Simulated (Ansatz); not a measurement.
The starting structures come from a database of crystals and need not be the phases stable at ambient conditions.

By PBEsol, the system below comes out a metal.

Crystal: MoP (P-6m2, not sure to be the ambient phase, 2 atoms a cell, 14.4 Å³ an atom, -4 GPa at this level); planes in its conventional cell.

Calculation: PBEsol (plane waves, PAW; Ansatz, an electronic-structure program).

Ballistic conductance counts the channels of both spins, as a mean over 0.1 eV about the Fermi level; spin-orbit coupling is left out.

```
plane  area (Å²)  G/A (10¹⁵ S/m²)
-----  ---------  ---------------
(001)        9.1             0.76
(110)       17.8       (withheld)
(100)       10.3       (withheld)
(111)       20.0       (withheld)
```

Task: Fill in the missing entries.

Result: 
- (110), G/A (10¹⁵ S/m²): 0.62
- (100), G/A (10¹⁵ S/m²): 0.61
- (111), G/A (10¹⁵ S/m²): 0.66
